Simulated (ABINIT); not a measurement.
ABINIT run on TlCl (Fm-3m, 2 atoms in the cell): self-consistent single point.

Method: LDA (PW92), PAW (JTH v2.0 LDA PAW) (plane waves; ABINIT 10.0.3).

```
CELL_PARAMETERS angstrom
      0.00000     3.21955     3.21955
      3.21955     0.00000     3.21955
      3.21955     3.21955     0.00000
ATOMIC_POSITIONS crystal
  Tl 0.00000 0.00000 0.00000
  Cl 0.50000 0.50000 0.50000
```

Reference input (self-consistent single point, DFT, LDA (PW92), plane waves, PAW (JTH v2.0 LDA PAW)): pseudos = [Tl.LDA_PW-JTH.xml, Cl.LDA_PW-JTH.xml]; ecut = 26 Ha; pawecutdg = 52 Ha; pawxcdev = 0; occopt = 3; tsmear = 0.01 eV; ngkpt = 5 5 5; nshiftk = 1; shiftk = 0 0 0; potentials = JTH v2.0 LDA PAW; nband = 15; kptopt = 1. This run's input differs from it in these lines:

```diff
@@ -23,3 +23,3 @@
 kptopt 1
-ngkpt 5 5 5
+ngkpt 3 3 3
 nshiftk 1
```

Output, abridged:

```
--- !BeginCycle
solver: {iscf: 17, nstep: 100, nline: 4, wfoptalg: 10, }
tolerances: {tolvrs: 1.00E-11, }
...

     iter   Etot(hartree)      deltaE(h)  residm     nres2
 ETOT  1  -65.465078667408    -6.547E+01 1.535E+00 1.661E+01
 ETOT  2  -66.718708769628    -1.254E+00 1.008E-01 2.819E+01
 ETOT  3  -66.664433497743     5.428E-02 4.862E-02 8.703E+00
 ETOT  4  -66.647637052090     1.680E-02 1.733E-03 9.523E-01
 ETOT  5  -66.648618926674    -9.819E-04 1.492E-03 8.318E-01
   [... 8 lines left out ...]
 ETOT 14  -66.646350184562    -6.510E-10 2.834E-06 1.406E-08
 ETOT 15  -66.646350184577    -1.462E-11 1.449E-06 3.894E-09
 ETOT 16  -66.646350184574     3.041E-12 9.314E-07 1.859E-10
 ETOT 17  -66.646350184573     4.121E-13 5.721E-07 7.363E-12
 At SCF step   17       nres2   =  7.36E-12 < tolvrs=  1.00E-11 =>converged.

 Cartesian components of stress tensor (hartree/bohr^3)
  sigma(1 1)=  1.06886417E-04  sigma(3 2)=  0.00000000E+00
  sigma(2 2)=  1.06886417E-04  sigma(3 1)=  0.00000000E+00
  sigma(3 3)=  1.06886417E-04  sigma(2 1)=  0.00000000E+00

 ----iterations are completed or convergence reached----

 reduced coordinates (array xred) for    2 atoms
       0.000000000000      0.000000000000      0.000000000000
       0.500000000000      0.500000000000      0.500000000000
 cartesian forces (eV/Angstrom) at end:
    1     -0.00000000000000    -0.00000000000000    -0.00000000000000
    2     -0.00000000000000    -0.00000000000000    -0.00000000000000
 frms,max,avg= 0.0000000E+00 0.0000000E+00   0.000E+00  0.000E+00  0.000E+00 e/A
   [... lines left out ...]
 Fermi (or HOMO) energy (eV) =   3.60361   Average Vxc (eV)=  -8.38358
   [... lines left out ...]
'-kT*entropy'       :  3.13598230883191E-16
total_energy        : -6.66463494881804E+01
total_energy_eV     : -1.81353939879059E+03
...

-Cartesian components of stress tensor (GPa)         [Pressure= -3.1447E+00 GPa]
- sigma(1 1)=  3.14470644E+00  sigma(3 2)=  0.00000000E+00
- sigma(2 2)=  3.14470644E+00  sigma(3 1)=  0.00000000E+00
- sigma(3 3)=  3.14470644E+00  sigma(2 1)=  0.00000000E+00

 Calculation completed.
```

The run converged in 17 iterations. Against the reference run the free energy falls by 13.9 meV/atom, the pressure goes from -2.81 to -3.14 GPa and the gap on the mesh goes from 2.753 to 3.603 eV.

The starting cell comes from a database of computed structures (which also holds hypothetical and non-ambient phases and stackings), without a prior relaxation at this level. Spin-orbit coupling is off. With a pressure of about -3 GPa the cell is away from its equilibrium volume at this level. Another mesh or the band path of this cell gives a smaller gap, so this value is not converged in the mesh.
